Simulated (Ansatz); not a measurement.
## Short convergence ladders for Y₂Fe₂Si₂C (Cm, 7 atoms in the cell)

```
Y2Fe2Si2C
1.0
    5.26104    -1.95500     0.00000
    5.26104     1.95500     0.00000
   -4.26468     0.00000     5.18503
Y Fe Si C
2 2 2 1
Direct
  0.44397   0.44397   0.71496
  0.55994   0.55994   0.29468
  0.79891   0.79891   0.90463
  0.20109   0.20109   0.09537
  0.83805   0.83805   0.28269
  0.16195   0.16195   0.71731
  0.00000   0.00000   0.00000
```

Base method: LDA (PW92), default PAW files made with PBE (plane waves; Ansatz, a program for electronic structure).

Base settings: basis.ecutwfc = 30.9 Ry; kpoints.mp_grid.grid = 6 6 4; hamiltonian.xc = lda; hamiltonian.pseudopotentials = {kind: paw} (the program's default PAW files); scf.occupations.method = gaussian; scf.occupations.width = 0.0073 Ry.

The count of work is k-points × plane waves × bands × iterations; it is no time. Core times come from one kind of shared machine, to one figure; runs under 30 s give none.

**The k-point mesh**

The second cell is the first with its lattice scaled by 0.98.

Only quantities that move along the ladder and can be compared are tabulated.

| kpoints.mp_grid.grid | free energy less the last step's (meV/atom) | energy of the compressed cell less the first (meV/atom) | pressure (GPa) | largest difference of a force vector from the last step's (eV/Å) | count of work / last |
|---|---|---|---|---|---|
| 2 2 1 | 34.16 | -7.37 | -5.98 | 0.757 | 0.013 |
| 3 3 2 | 8.56 | -10.16 | -6.44 | 0.111 | 0.030 |
| 4 4 3 | 2.41 | -10.50 | -6.50 | 0.019 | 0.063 |
| 5 5 4 | -0.42 | -10.81 | -6.55 | 0.039 | 0.12 |
| 6 6 4 | -1.34 | -10.84 | -6.55 | 0.019 | 0.17 |
| 8 8 6 | 0.04 | -10.72 | -6.53 | 0.008 | 0.42 |
| 11 11 8 | 0.00 | -10.70 | -6.53 | 0.000 | 1.0 |

Coarsest kpoints.mp_grid.grid that holds the forces within 0.01 eV/Å: not settled: the last two steps still differ by 0.008 eV/Å, over half the tolerance, so the ladder does not show it.

Coarsest kpoints.mp_grid.grid that holds the pressure within 0.5 GPa of the last step, with all finer ones: 3 3 2, at 0.030 of the last step's count of work; the step before is off by 0.55 GPa.

Coarsest kpoints.mp_grid.grid that holds the energy of the compressed cell less the first within 1 meV/atom of the last step, with all finer ones: 3 3 2, at 0.030 of the last step's count of work; the step before is off by 3.3 meV/atom.

The energy difference between the two cells stays within 1 meV/atom of the last step's from 3 3 2 on, the total only from 8 8 6 on: much of the error is common to both cells and cancels.

**The k-point mesh at a smearing width of 0.05 eV**

In this ladder: scf.occupations.width = 0.0037 Ry.

The second cell is the first with its lattice scaled by 0.98.

Only quantities that move along the ladder and can be compared are tabulated.

| kpoints.mp_grid.grid | free energy less the last step's (meV/atom) | energy of the compressed cell less the first (meV/atom) | largest difference of a force vector from the last step's (eV/Å) | count of work / last | core time / last (rough) |
|---|---|---|---|---|---|
| 3 3 3 | 10.61 | -10.62 | 0.148 | 0.010 | – |
| 4 4 3 | 2.52 | -10.55 | 0.019 | 0.015 | – |
| 5 5 4 | -0.22 | -10.88 | 0.043 | 0.030 | – |
| 7 7 5 | 0.15 | -10.85 | 0.012 | 0.064 | – |
| 10 10 7 | -0.13 | -10.80 | 0.004 | 0.18 | 0.2 |
| 12 12 9 | -0.04 | -10.78 | 0.007 | 0.32 | 0.3 |
| 18 18 13 | 0.00 | -10.78 | 0.000 | 1.0 | 1 |

Coarsest kpoints.mp_grid.grid that holds the free energy within 0.5 meV/atom of the last step, with all finer ones: 5 5 4, at 0.030 of the last step's count of work; the step before is off by 2.5 meV/atom.

Coarsest kpoints.mp_grid.grid that holds the energy of the compressed cell less the first within 0.2 meV/atom of the last step, with all finer ones: 5 5 4, at 0.030 of the last step's count of work; the step before is off by 0.23 meV/atom.

Coarsest kpoints.mp_grid.grid that holds the forces within 0.01 eV/Å: not settled: the last two steps still differ by 0.007 eV/Å, over half the tolerance, so the ladder does not show it.

The energy difference between the two cells stays within 1 meV/atom of the last step's from 3 3 3 on, the total only from 5 5 4 on: much of the error is common to both cells and cancels.

**The width of Gaussian smearing**

In this ladder: kpoints.mp_grid.grid = 10 10 7.

Narrow widths need finer meshes than wide ones, so the last steps can hold mesh noise.

Only quantities that move along the ladder and can be compared are tabulated; pressure and forces are left out, as mesh noise rules them at narrow widths.

```csv
scf.occupations.width,free energy less the last step's (meV/atom),energy extrapolated to zero width less the last step's (meV/atom),core time / last (rough)
0.0735 Ry,-138.03,16.14,0.8
0.0367 Ry,-28.97,1.89,1.0
0.022 Ry,-9.30,0.27,0.9
0.0073 Ry,0.00,0.00,1
```

Widest scf.occupations.width that holds the free energy within 5 meV/atom: not settled: the last two steps still differ by 9.3 meV/atom, over half the tolerance, so the ladder does not show it.

Widest scf.occupations.width that holds the energy extrapolated to zero width within 1 meV/atom of the last step, with all finer ones: 0.022 Ry; the step before is off by 1.9 meV/atom.

The extrapolation to zero width removes most of the smearing's effect on the energy.

On the base run: the starting cell comes from a database of computed structures (which also holds hypothetical and non-ambient phases and stackings), without a prior relaxation at this level. Its lattice was rescaled by up to half a per cent. One atom was moved a little off its site on purpose. Spin polarisation is off. In the base run, with a pressure of about -7 GPa the cell is away from its equilibrium volume at this level. Ansatz's pressure includes its estimate of the finite-basis (Pulay) stress.

Left out of this page: 1 run of the series outside the window shown, repeating another row's setting, or not comparable.

Keys are those of Ansatz 0.2.
